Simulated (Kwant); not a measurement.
System: In0.53Ga0.47As/In0.52Al0.48As stack with 1 barrier. One parabolic valley. Leads of mass 0.041 mₑ with the band edge at 0; grid 0.1 nm; bias swept from 0.0208 to 0.44254 V, dropping linearly over the stack. Emitter Fermi level 0.047 eV, 300 K, equal in the collector.

| layer | thickness (nm) | band offset (eV) | mass (mₑ) |
|---|---|---|---|
| 1 | 1.9 | 0.52 | 0.075 |

Constants are typed, rounded textbook-type inputs, not results; the design itself was drawn at random and stands for no fabricated device.

Computed with Kwant: one-band effective-mass tight-binding model in one dimension, coherent, no space charge, current by the Tsu-Esaki formula.

| bias (V) | A | B | C |
|---|---|---|---|
| 0.02080 | 29900 | 50800 | 96400 |
| 0.05595 | 66000 | 111000 | 206000 |
| 0.09109 | 86200 | 143000 | 260000 |
| 0.1262 | 98500 | 162000 | 288000 |
| 0.1614 | 108000 | 175000 | 306000 |
| 0.1965 | 115000 | 186000 | 321000 |
| 0.2317 | 123000 | 196000 | 333000 |
| 0.2668 | 129000 | 205000 | 345000 |
| 0.3020 | 136000 | 214000 | 357000 |
| 0.3371 | 142000 | 223000 | 369000 |
| 0.3723 | 149000 | 232000 | 380000 |
| 0.4074 | 155000 | 241000 | 392000 |
| 0.4425 | 162000 | 250000 | 404000 |

Question: Column A is the base. The others each differ by one change: height of the first barrier 0.52 → 0.31 eV; height of the first barrier 0.52 → 0.42 eV. Which is which?

Answer: B: height of the first barrier 0.52 → 0.42 eV; C: height of the first barrier 0.52 → 0.31 eV.
